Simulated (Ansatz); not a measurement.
Data:

```
CELL_PARAMETERS angstrom
      3.14438     0.00000     0.00000
     -1.57219     2.72311     0.00000
      0.00000     0.00000     5.03224
ATOMIC_POSITIONS crystal
  Al 0.33333 0.66667 0.00020
  Al 0.66667 0.33333 0.50020
  N  0.33333 0.66667 0.38180
  N  0.66667 0.33333 0.88180
```

No spin polarisation.

All numbers come from Ansatz (a program for electronic structure) LDA, no SOC. Settings: 12×12×7 k-points, 0.05 eV Fermi–Dirac smearing.

Task: Predict the gap character.

Result: Direct at Γ.

Task: What valence-band top at Γ (three highest levels, from the VBM) does the calculation give?

Result: 0.00, -0.21, -0.21 eV.

Task: What is the computed space group?

Result: P6_3mc (No. 186).

Task: Predict the pressure (mean of the normal stresses, compression positive).

Result: -101.7 kbar.

The cells carry an imposed strain or load. Whether these cells are dynamically stable was not tested. The cell was made from AlN in the wurtzite structure (space group P6_3mc, No. 186) by this change: isotropic strain +1.80 %.
